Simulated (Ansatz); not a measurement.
**A constructed model of the (100) surface of fcc Cu, c(2x2), one Cu adatom (bottom of the slab: a bare face, its two planes held)**

Level of theory: PBE (plane waves to 420 eV, PAW; Ansatz, a quantum-chemistry and plane-wave program).

Model: 13-atom slab, 11.2 Å thick at the start, 10x10x1 mesh, Fermi-Dirac 0.1 eV, dipole correction, 4 atoms held, the rest relaxed; symmetry of the start imposed; no spin, no spin-orbit, no U. It is one candidate, not shown to be the stable structure of the face.

```
Property                                        Value
-----------------------------  ----------------------
work function of the top face                 3.95 eV
energy released by relaxation                 0.41 eV
cost                           roughly 5 core-minutes
```
